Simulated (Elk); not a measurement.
Elk run on Mg (P6_3/mmc, 4 atoms in the cell): self-consistent single point.

Method: PBEsol, all-electron FP-LAPW, Elk's shipped species files, LAPW+lo basis (Elk).

```yaml
crystal:
  lattice:
    - [3.22353, 0.00000, 0.00000]
    - [-1.61176, 2.79166, 0.00000]
    - [0.00000, 0.00000, 10.47055]
  atoms:
    - { symbol: Mg, position: [0.00000, 0.00000, 0.00000] }
    - { symbol: Mg, position: [0.00000, 0.00000, 0.50000] }
    - { symbol: Mg, position: [0.33333, 0.66667, 0.25000] }
    - { symbol: Mg, position: [0.66667, 0.33333, 0.75000] }
```

Reference input (self-consistent single point, DFT, PBE, all-electron FP-LAPW, Elk's shipped species files, LAPW+lo basis): xctype = 20; rgkmax = 8; stype = 0; swidth = 0.00367493 Ha; ngridk = 8 8 3; gmaxvr = 14 1/bohr; nxoapwlo = 1. This run's input differs from it in these lines:

```diff
@@ -4,3 +4,3 @@
 xctype
-  20
+  22
```

Output (repeated stretches shortened):

```
│ Self-consistent loop started │
│ Loop number : 1 │
 total energy                :     -799.696223942
│ Loop number : 2 │
 total energy                :     -799.700106272
RMS change in Kohn-Sham potential (target) :   0.9093845929     (  0.1000000000E-05)
Absolute change in total energy (target)   :   0.3882329310E-02 (  0.1000000000E-03)
│ Loop number : 3 │
 total energy                :     -799.761909351
RMS change in Kohn-Sham potential (target) :   0.4589056725     (  0.1000000000E-05)
Absolute change in total energy (target)   :   0.6277366125E-01 (  0.1000000000E-03)
│ Loop number : 4 │
   [... lines left out ...]
Absolute change in total energy (target)   :   0.5707885927E-03 (  0.1000000000E-03)
│ Loop number : 11 │
 total energy                :     -799.680495664
RMS change in Kohn-Sham potential (target) :   0.2054178930E-05 (  0.1000000000E-05)
Absolute change in total energy (target)   :   0.5124487370E-04 (  0.1000000000E-03)
│ Loop number : 12 │
 total energy                :     -799.680472418
RMS change in Kohn-Sham potential (target) :   0.3408993998E-06 (  0.1000000000E-05)
Absolute change in total energy (target)   :   0.3605728659E-04 (  0.1000000000E-03)
Convergence targets achieved

│ Loop number : 13 │

Energies :
 Fermi                       :     0.121477628061
 total energy                :     -799.680469005

Density of states at Fermi energy :    39.93635924
 (states/Hartree/unit cell)

Estimated indirect band gap :   0.5378709237E-02
 from k-point      3 to k-point     18
Estimated direct band gap   :   0.1876861099E-01
 at k-point     10

Charges :
 core                        :    8.000000000
 valence                     :    40.00000000
 interstitial                :    6.151142481
 muffin-tins (core leakage)
  species :    1 (Mg)
   atom    1                 :    10.46144437     (  0.6661338148E-15)
   atom    2                 :    10.46144437     (  0.6661338148E-15)
   atom    3                 :    10.46298439     (  0.6661338148E-15)
   atom    4                 :    10.46298439     (  0.6661338148E-15)
 total in muffin-tins        :    41.84885752
 total calculated charge     :    47.97746182
 total charge                :    48.00000000
 error                       :   0.2253818291E-01

│ Self-consistent loop stopped │
```

The run converged in 13 iterations. The count includes the last loop, which Elk runs after its targets are met. 

The starting cell comes from a database of computed structures (which also holds hypothetical and non-ambient phases and stackings), without a prior relaxation at this level. Its lattice was rescaled by a random factor within 2.5 % of one. Values depend on the basis (sphere radii, cutoffs, local orbitals), which need not be converged. The log's line on a gap gives a spacing of levels on this mesh, which the program prints for metals too.

Cost on one core of a shared machine: roughly 90 s.
